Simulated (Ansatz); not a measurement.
Given:

```
KF
1.0
    3.73928     0.00000     0.00000
   -1.86964     3.23831     0.04890
    0.00000     0.09963     6.59775
K F
2 2
Direct
  0.00000   0.00000   0.00000
  0.00000   0.00000   0.50000
  0.33333   0.66667   0.25000
  0.66667   0.33333   0.75000
```

No spin polarisation.

Level of theory: PBE (Ansatz, a quantum-chemistry and plane-wave program; PAW; 420 eV plane waves; spin-orbit coupling left out). Settings: 10×10×5 k-points, 0.05 eV Fermi–Dirac smearing.

### Question
What is the computed band gap?

### Answer
5.90 eV.

### Question
What gap character does the calculation give?

### Answer
Direct at Γ.

### Question
Estimate the pressure (mean of the normal stresses, compression positive).

### Answer
0.03 GPa.

The cells carry an imposed strain or load. Stability against distortions was not tested. The cell was made from KF in the NiAs type structure (space group P6_3/mmc, No. 194; a hypothetical phase, not in the database extracts checked) by this change: tensor shear ε_yz = +1.51 %.
